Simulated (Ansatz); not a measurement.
The starting structures come from a database of crystals and need not be the phases stable at ambient conditions.

 Where the default PAW files enter, the runs use the earlier of Ansatz's two default sets.

The decay constant κ of evanescent states in the gap governs leakage through a thin film.

Input:

```
SnZnP2
1.0
    4.08398     0.00000     0.00000
    0.00000     4.08398     0.00000
    0.00000     0.00000     5.73564
Zn Sn P
1 1 2
Cartesian
  0.00000   0.00000   0.00000
  2.04199   2.04199   2.86782
  0.00000   2.04199   1.30234
  2.04199   0.00000   4.43331
```

Space group of this cell: P-4m2. The cell is strained (all lengths scaled by 1.02); by r2SCAN its mean pressure is -3.8 GPa.

Transport runs along the normal of the first two printed cell vectors, the (001) plane of the conventional cell.

No gap correction and no spin-orbit coupling; mid-gap values are interpolated between computed energies.

Task: Compute, with r2SCAN in Ansatz (a first-principles code), the band gap and the smallest decay constant κ at mid-gap.

Result: Gap 0.66 eV on a 8×8×6 mesh; κ = 0.061 1/Å, at the zone centre.
